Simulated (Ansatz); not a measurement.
A calculation on fcc Yb returned lattice constant a 5.145 Å, bulk modulus 21.2 GPa.

For reference: lattice constant a 5.485 Å (measured, 293 K, not corrected to a static lattice; as tabulated in Wikipedia's data pages); bulk modulus 16.3 GPa (measured, temperature not stated, not corrected to a static lattice; as tabulated in doi:10.1007/BF02743909 (ytterbium under pressure), abstract).

Q: Which level of theory produced these numbers?
A. r²SCAN+rVV10 (Ansatz, a program for electronic structure)
B. rVV10 (Ansatz)
C. PBEsol (Ansatz)
D. LDA (Ansatz)

A: A, r²SCAN+rVV10 (Ansatz)

The others give: PBEsol 5.069 Å, 20.7 GPa; rVV10 5.116 Å, 22.1 GPa; LDA 4.914 Å, 24.0 GPa.

Unless a cell is named, each level is at its own relaxed cell (LDA 29.66, PBEsol 32.56, r²SCAN+rVV10 34.05, rVV10 33.48 Å³/atom).

Ansatz's density-functional and Hartree–Fock values are scalar-relativistic unless marked +SOC, with PAW data made under PBE.
